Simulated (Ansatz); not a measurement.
In a (6,0) SiC nanotube, the lowest empty band has its minimum at Γ and lies 0.016 eV higher 0.0369 Å⁻¹ away along the axis.

The numbers are results of PBE (plane waves to 420 eV, PAW; Ansatz, an electronic-structure program), not measurements. Mesh 1×1×6. No spin polarisation. Isolated but for its images some 11 Å away. A hypothetical model, rolled from the flat sheet. It keeps the symmetry and period of its start, so it need not be a minimum against all distortions.

### Question
Estimate the electron mass along the axis.

### Answer
For a parabola ΔE = ħ²Δk²/2m, and ħ²/2mₑ = 3.810 eV Å². So m/mₑ = 3.810 × 0.0369²/0.016 = 0.32. The curvature over a step a third as long gives 0.32; the band is close to a parabola here.
